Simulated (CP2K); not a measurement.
**A self-consistent single point of As (I4_1/amd, 2 atoms in the cell) with CP2K**

Method of the run: PBE, GPW, TZVP-MOLOPT-SR-GTH basis, GTH-PBE potentials (GTH_POTENTIALS) run with CP2K.

This input was run:

```
&GLOBAL
  PROJECT scf
  RUN_TYPE ENERGY_FORCE
  PRINT_LEVEL MEDIUM
&END GLOBAL
&FORCE_EVAL
  METHOD Quickstep
  STRESS_TENSOR ANALYTICAL
  &DFT
    BASIS_SET_FILE_NAME BASIS_MOLOPT_UCL
    POTENTIAL_FILE_NAME GTH_POTENTIALS
    &QS
      METHOD GPW
      EPS_DEFAULT 1E-10
    &END QS
    &MGRID
      CUTOFF 400
      REL_CUTOFF 50
      NGRIDS 4
    &END MGRID
    &SCF
      SCF_GUESS ATOMIC
      EPS_SCF 1E-6
      MAX_SCF 100
      ADDED_MOS 4
      &DIAGONALIZATION
        ALGORITHM STANDARD
      &END DIAGONALIZATION
      &MIXING
        METHOD BROYDEN_MIXING
        ALPHA 0.2
        NBUFFER 8
        BETA 1.5
      &END MIXING
      &SMEAR ON
        METHOD FERMI_DIRAC
        ELECTRONIC_TEMPERATURE [K] 1160.45
      &END SMEAR
    &END SCF
    &KPOINTS
      SCHEME MACDONALD 13 13 13 0.03846153846 0.03846153846 0.03846153846
    &END KPOINTS
    &XC
      &XC_FUNCTIONAL PBE
      &END XC_FUNCTIONAL
    &END XC
    &PRINT
      &MO
        EIGENVALUES T
        OCCUPATION_NUMBERS T
        NDIGITS 8
        FILENAME mo
        &EACH
          QS_SCF 0
        &END EACH
        ADD_LAST NUMERIC
      &END MO
      &MULLIKEN ON
      &END MULLIKEN
    &END PRINT
  &END DFT
  &SUBSYS
    &CELL
      ABC 4.01411800 4.01411812 4.01411863
      ALPHA_BETA_GAMMA 97.44425688 97.44425050 137.80618059
      PERIODIC XYZ
    &END CELL
    &COORD
      SCALED
      As       0.75000000     0.25000000     0.50000000
      As       0.00000000     0.00000000     0.00000000
    &END COORD
    &KIND As
      BASIS_SET TZVP-MOLOPT-SR-GTH
      POTENTIAL GTH-PBE-q5
    &END KIND
  &END SUBSYS
  &PRINT
    &FORCES ON
    &END FORCES
    &STRESS_TENSOR ON
    &END STRESS_TENSOR
  &END PRINT
&END FORCE_EVAL
```

Output, abridged:

```
 GLOBAL| Method name                                                        CP2K
 GLOBAL| Project name                                                        scf
 GLOBAL| Run type                                                   ENERGY_FORCE

 CELL| Volume [angstrom^3]:                                            40.529992
 CELL| Vector a [angstrom]:       4.014     0.000     0.000   |a| =     4.014118
 CELL| Vector b [angstrom]:      -2.974     2.696     0.000   |b| =     4.014118
 CELL| Vector c [angstrom]:      -0.520    -1.348     3.745   |c| =     4.014119
 CELL| Angle (b,c), alpha [degree]:                                    97.444257
 CELL| Angle (a,c), beta  [degree]:                                    97.444250
 CELL| Angle (a,b), gamma [degree]:                                   137.806181
 CELL| Numerically orthorhombic:                                              NO
 CELL| Periodicity                                                           XYZ

 DFT| Spin restricted Kohn-Sham (RKS) calculation                            RKS
 DFT| Multiplicity                                                             1
 DFT| Number of spin states                                                    1
 DFT| Charge                                                                   0
 DFT| XC density smoothing                                                  NONE
 DFT| XC derivatives                                                          PW

 QS| Method:                                                                 GPW
 QS| Density plane wave grid type                        NON-SPHERICAL FULLSPACE
 QS| Number of grid levels:                                                    4
 QS| Density cutoff [a.u.]:                                                200.0
 QS| Multi grid cutoff [a.u.]: 1) grid level                               200.0
   [... lines left out ...]
 BRILLOUIN| Wavefunction type                                            COMPLEX
 BRILLOUIN| List of Kpoints [2 Pi/Bohr]                                     2197
 BRILLOUIN| Number           Weight            X              Y              Z
 BRILLOUIN|     1           0.00046       -0.42308       -0.42308       -0.42308
 BRILLOUIN|     2           0.00046       -0.42308       -0.42308       -0.34615
 BRILLOUIN|     3           0.00046       -0.42308       -0.42308       -0.26923
   [... 2194 lines left out ...]
 *******************************************************************************

 Extrapolation method: initial_guess

 Re-scaling the density matrix to get the right number of electrons
                  # Electrons              Trace(P)               Scaling factor
                           10                10.000                        1.000

 Number of electrons:                                                         10
 Number of occupied orbitals:                                                  5
 Number of molecular orbitals:                                                 9

 Number of orbital functions:                                                 34
 Number of independent orbital functions:                                     34
 SCF WAVEFUNCTION OPTIMIZATION

  Step     Update method      Time    Convergence         Total energy    Change
     1 NoMix/Diag. 0.20E+00      -     0.27494139       -12.7157285463 -1.27E+01
     2 Broy./Diag. 0.20E+00      -     0.00165246       -12.6779881399  3.77E-02
     3 Broy./Diag. 0.20E+00      -     0.01254278       -12.6115614249  6.64E-02
     4 Broy./Diag. 0.20E+00      -     0.00012958       -12.6056971371  5.86E-03
     5 Broy./Diag. 0.20E+00      -     0.00082135       -12.6029971768  2.70E-03
     6 Broy./Diag. 0.20E+00      -     0.00027551       -12.6037598724 -7.63E-04
     7 Broy./Diag. 0.20E+00      -     0.00075964       -12.6057665134 -2.01E-03
     8 Broy./Diag. 0.20E+00      -     0.00001350       -12.6061543467 -3.88E-04
     9 Broy./Diag. 0.20E+00      -     0.00003268       -12.6062687743 -1.14E-04
    10 Broy./Diag. 0.20E+00      -     0.00000055       -12.6062898528 -2.11E-05
  *** SCF run converged in    10 steps ***

  Electronic density on regular grids:        -10.0000000000        0.0000000000
  Core density on regular grids:                9.9999999977       -0.0000000023
  Total charge density on r-space grids:       -0.0000000023
  Total charge density g-space grids:          -0.0000000023

  Overlap energy of the core charge distribution:               0.00000000003463
  Self energy of the core charge distribution:                -27.12449920902674
  Core Hamiltonian energy:                                      6.03578845090682
  Hartree energy:                                              11.62189350169630
  Exchange-correlation energy:                                 -3.13834715262704
  Electronic entropic energy:                                  -0.00112544360173
  Fermi energy:                                                 0.23715632763267

  Total energy:                                               -12.60628985282156
  Total energy (extrapolated to T->0):                        -12.60572713102070

                     Mulliken Population Analysis

 #  Atom  Element  Kind  Atomic population                           Net charge
       1     As       1          5.000014                             -0.000014
       2     As       1          4.999986                              0.000014
 # Total charge                             10.000000                 -0.000000

 ENERGY| Total FORCE_EVAL ( QS ) energy [hartree]            -12.606281508015643

 FORCES| Atomic forces [hartree/bohr]
 FORCES|   Atom     x               y               z               |f|
 FORCES|      1 -4.76270838E-09 -1.32258396E-09 -5.61471129E-09   7.48048142E-09
 FORCES|      2  3.55173964E-09  1.78983107E-09  5.59809773E-09   6.86709894E-09
 FORCES| Sum    -1.21096873E-09  4.67247106E-10 -1.66135619E-11
 FORCES| Total atomic force                                       1.29809135E-09

 STRESS| Analytical stress tensor [bar]
 STRESS|                        x                   y                   z
 STRESS|      x        7.62780101127E+03  -6.35475783078E+03  -1.61293211383E-02
 STRESS|      y       -6.35475783078E+03  -6.39206366116E+03   3.97180573820E-02
 STRESS|      z       -1.61293211383E-02   3.97180573820E-02   1.00796903889E+04
 STRESS| 1/3 Trace                                             3.77180924634E+03
```

The run converged in 10 iterations.

The starting cell was generated: these elements placed on a structure prototype, without a prior relaxation; it need not be a known phase or ordering of this composition. Values carry the incompleteness of an atom-centred basis.

Cost on one core of a shared machine: roughly 3 min.
